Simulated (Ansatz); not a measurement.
Consider Rh in the fcc (Cu type) structure (space group Fm-3m, No. 225; a = 3.802 Å; relaxed with 0.1 eV smearing). Axes: x, y, z lie along the cube axes.

Computed with r2SCAN (Ansatz, a program for electronic structure, PAW, no SOC).

Base values:

```
Property    Value
--------  -------
Pressure  0.0 GPa
```

Perturbation: compressive biaxial strain of 1.10 % in the plane normal to [110], as in epitaxy on a mismatched substrate; the out-of-plane cell vector and the atoms relax.

Q: Estimate the effect on the pressure and out-of-plane strain.

A: The pressure (mean of the normal stresses, compression positive) goes from zero to 4.4 GPa; the out-of-plane strain amounts to +0.75 %.

Whether these cells are dynamically stable was not tested. The final runs are not spin-polarised.
